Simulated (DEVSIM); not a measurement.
Structure: In0.49Ga0.51P/GaAs p-n heterojunction, at 300 K.

```tsv
layer (left to right)	material	thickness (μm)	Nd (cm⁻³)	Na (cm⁻³)	τn (s)	τp (s)
1	In0.49Ga0.51P	0.390	-	6.4e16	8.2e-9	8.2e-9
2	GaAs	0.320	1.2e17	-	8.2e-9	8.2e-9
```

Left contact: ohmic. Right contact: ohmic. Voltage is applied to the left contact. Recombination: SRH at mid-gap, Auger. Mobility is constant in doping.

The device is made up for the run: typed textbook-type constants, with dimensions and the other settings drawn at random. Values at 300 K.

```tsv
parameter	In0.49Ga0.51P	GaAs
gap (eV)	1.89	1.424
affinity (eV)	4	4.07
permittivity	11.8	12.9
Nc (cm⁻³)	9e17	4.7e17
Nv (cm⁻³)	1.3e19	9e18
μn (cm²/Vs)	1500	8500
μp (cm²/Vs)	80	400
Cn (cm⁶/s)	3e-30	1e-30
Cp (cm⁶/s)	3e-30	1e-30
```

DEVSIM, 1D drift-diffusion, Boltzmann statistics, complete ionisation; no tunnelling, impact ionisation, image-force lowering or self-heating. Band offsets follow the typed affinities; no thermionic-emission limit at abrupt steps, no polarisation charge.

Task: Tabulate band edges, carrier densities and field at zero bias.

Result: Energies count from the Fermi level of the right contact; mesh points crowd at the junctions.

```json
[
 {"x (μm)": "0.000", "Ec (eV)": "1.753", "Ev (eV)": "-0.137", "n (cm⁻³)": "< 1e2", "p (cm⁻³)": "6.4e16", "field (V/cm)": "≈ 0"},
 {"x (μm)": "0.004386", "Ec (eV)": "1.753", "Ev (eV)": "-0.137", "n (cm⁻³)": "< 1e2", "p (cm⁻³)": "6.4e16", "field (V/cm)": "≈ 0"},
 {"x (μm)": "0.01268", "Ec (eV)": "1.753", "Ev (eV)": "-0.137", "n (cm⁻³)": "< 1e2", "p (cm⁻³)": "6.4e16", "field (V/cm)": "≈ 0"},
 {"x (μm)": "0.02835", "Ec (eV)": "1.753", "Ev (eV)": "-0.137", "n (cm⁻³)": "< 1e2", "p (cm⁻³)": "6.4e16", "field (V/cm)": "≈ 0"},
 {"x (μm)": "0.07182", "Ec (eV)": "1.753", "Ev (eV)": "-0.137", "n (cm⁻³)": "< 1e2", "p (cm⁻³)": "6.4e16", "field (V/cm)": "≈ 0"},
 {"x (μm)": "0.1401", "Ec (eV)": "1.753", "Ev (eV)": "-0.137", "n (cm⁻³)": "< 1e2", "p (cm⁻³)": "6.4e16", "field (V/cm)": "-21"},
 {"x (μm)": "0.2436", "Ec (eV)": "1.736", "Ev (eV)": "-0.154", "n (cm⁻³)": "< 1e2", "p (cm⁻³)": "3.3e16", "field (V/cm)": "-9400"},
 {"x (μm)": "0.3293", "Ec (eV)": "1.354", "Ev (eV)": "-0.536", "n (cm⁻³)": "< 1e2", "p (cm⁻³)": "1.3e10", "field (V/cm)": "-86000"},
 {"x (μm)": "0.3602", "Ec (eV)": "1.043", "Ev (eV)": "-0.847", "n (cm⁻³)": "< 1e2", "p (cm⁻³)": "76000", "field (V/cm)": "-120000"},
 {"x (μm)": "0.3766", "Ec (eV)": "0.840", "Ev (eV)": "-1.050", "n (cm⁻³)": "6900", "p (cm⁻³)": "< 1e2", "field (V/cm)": "-130000"},
 {"x (μm)": "0.3852", "Ec (eV)": "0.723", "Ev (eV)": "-1.167", "n (cm⁻³)": "650000", "p (cm⁻³)": "< 1e2", "field (V/cm)": "-140000"},
 {"x (μm)": "0.3906", "Ec (eV)": "0.576", "Ev (eV)": "-0.848", "n (cm⁻³)": "9.9e7", "p (cm⁻³)": "51000", "field (V/cm)": "-130000"},
 {"x (μm)": "0.3956", "Ec (eV)": "0.513", "Ev (eV)": "-0.911", "n (cm⁻³)": "1.1e9", "p (cm⁻³)": "4500", "field (V/cm)": "-120000"},
 {"x (μm)": "0.4048", "Ec (eV)": "0.406", "Ev (eV)": "-1.018", "n (cm⁻³)": "7.1e10", "p (cm⁻³)": "< 1e2", "field (V/cm)": "-110000"},
 {"x (μm)": "0.4305", "Ec (eV)": "0.185", "Ev (eV)": "-1.239", "n (cm⁻³)": "3.7e14", "p (cm⁻³)": "< 1e2", "field (V/cm)": "-65000"},
 {"x (μm)": "0.4706", "Ec (eV)": "0.049", "Ev (eV)": "-1.375", "n (cm⁻³)": "7.1e16", "p (cm⁻³)": "< 1e2", "field (V/cm)": "-10000"},
 {"x (μm)": "0.5462", "Ec (eV)": "0.035", "Ev (eV)": "-1.389", "n (cm⁻³)": "1.2e17", "p (cm⁻³)": "< 1e2", "field (V/cm)": "-28"},
 {"x (μm)": "0.6238", "Ec (eV)": "0.035", "Ev (eV)": "-1.389", "n (cm⁻³)": "1.2e17", "p (cm⁻³)": "< 1e2", "field (V/cm)": "≈ 0"},
 {"x (μm)": "0.6753", "Ec (eV)": "0.035", "Ev (eV)": "-1.389", "n (cm⁻³)": "1.2e17", "p (cm⁻³)": "< 1e2", "field (V/cm)": "≈ 0"},
 {"x (μm)": "0.6939", "Ec (eV)": "0.035", "Ev (eV)": "-1.389", "n (cm⁻³)": "1.2e17", "p (cm⁻³)": "< 1e2", "field (V/cm)": "≈ 0"},
 {"x (μm)": "0.7038", "Ec (eV)": "0.035", "Ev (eV)": "-1.389", "n (cm⁻³)": "1.2e17", "p (cm⁻³)": "< 1e2", "field (V/cm)": "≈ 0"},
 {"x (μm)": "0.7100", "Ec (eV)": "0.035", "Ev (eV)": "-1.389", "n (cm⁻³)": "1.2e17", "p (cm⁻³)": "< 1e2", "field (V/cm)": "≈ 0"}
]
```
